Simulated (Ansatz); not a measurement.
## A computed series for hypothetical P6_422 BAs: response to strain

Base system: BAs (space group P6_422, No. 181; a = 3.429 Å, c = 7.403 Å; a hypothetical phase, not in the database extracts checked). Axes: x lies along a and z along c of the hexagonal cell.

Strains are applied to the cell and any free atomic positions relax; under stress the whole cell relaxes.

Levels (all Ansatz, a first-principles code, PAW): PBEsol (420 eV, scalar-relativistic without spin-orbit coupling); r2SCAN (500 eV, no spin-orbit coupling); HSE06 (420 eV, without spin-orbit coupling).

Band gaps by level, all at the geometries relaxed with PBEsol:

```json
[
 {"case": "base", "PBEsol": "0.31 eV", "r2SCAN": "0.61 eV", "HSE06": "0.90 eV"},
 {"case": "isotropic strain +2.49 %", "PBEsol": "0.43 eV", "r2SCAN": "0.65 eV", "HSE06": "1.07 eV"},
 {"case": "uniaxial strain ε_xx = +0.42 %", "PBEsol": "0.31 eV", "r2SCAN": "0.61 eV", "HSE06": "0.91 eV"},
 {"case": "uniaxial strain ε_zz = −2.90 %", "PBEsol": "0.15 eV", "r2SCAN": "0.43 eV", "HSE06": "0.73 eV"},
 {"case": "uniaxial stress, 5 GPa compression along z", "PBEsol": "0.22 eV", "r2SCAN": "0.50 eV", "HSE06": "0.80 eV"}
]
```

Single points use the geometry relaxed with PBEsol. HSE06 was sampled on its mesh, a few special points and the semilocal edge points, so its gap is an upper bound. Stability under load was not tested beyond the relaxation. The base started in P3_121 and relaxed to P6_422 at this level. The zero or small gap of BAs under uniaxial strain ε_zz = −2.90 % and BAs under uniaxial stress, 5 GPa compression along z can change with the level of theory.
